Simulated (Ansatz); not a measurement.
Gap of wurtzite InAs, (10-10) cell, strained to CdS (InAs held in this type, which need not be the stable form; held in plane at the lattice of CdS), on one geometry relaxed at PBE.

Values marked by level come from r2SCAN (plane waves to 500 eV, PAW; Ansatz, a quantum-chemistry and plane-wave program); HSE06 (plane waves to 420 eV, PAW; Ansatz). Geometries and values that name no level are of the first. Scalar-relativistic, without spin–orbit coupling. Its k-point mesh 7×5×4, Fermi–Dirac width 0.01 eV. HSE06 ran on meshes of its own (5×3×3); its edges and gaps are taken over the mesh and over extra points off it, mostly where PBE has its edges.

| level | gap (eV) |
|---|---|
| r2SCAN | (withheld) |
| HSE06 | 0.34 |

Problem. Fill in the missing entries.

Solution. 
- r2SCAN, gap (eV): 0.08
